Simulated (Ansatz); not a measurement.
**A computed series for Pd: response to strain**

Start from Pd in the fcc (Cu type) structure (space group Fm-3m, No. 225; a = 3.8777 Å; relaxed with 0.1 eV smearing). Axes: x, y, z lie along the cube axes.

Strains are applied to the cell and any free atomic positions relax.

The values are results of PBEsol, PAW, 420 eV (Ansatz, a quantum-chemistry and plane-wave program; no spin-orbit coupling), not measurements.

Notes on the quantities. energy relative to the base: free energy F; pressure: mean of the normal stresses, compression positive.

```csv
change,energy relative to the base,shortest interatomic distance,pressure
base,0 meV/atom,5.182 bohr,0.0 GPa
tensor shear ε_xy = +0.86 %,+1.2 meV/atom,5.137 bohr,0.1 GPa
tensor shear ε_xy = +2.00 %,+6.4 meV/atom,5.078 bohr,0.3 GPa
tensor shear ε_xy = +1.14 %,+2.1 meV/atom,5.122 bohr,0.1 GPa
tensor shear ε_xy = +1.71 %,+4.7 meV/atom,___,0.2 GPa
tensor shear ε_xy = +1.43 %,___,5.107 bohr,0.2 GPa
tensor shear ε_xy = +0.29 %,+0.1 meV/atom,5.167 bohr,0.0 GPa
tensor shear ε_xy = +0.57 %,+0.5 meV/atom,5.152 bohr,0.0 GPa
```

Q: Complete the table.

A: 
- tensor shear ε_xy = +1.71 %, shortest interatomic distance: 5.093 bohr
- tensor shear ε_xy = +1.43 %, energy relative to the base: +3.2 meV/atom

Whether these cells are dynamically stable was not tested. All final runs are without spin polarisation.
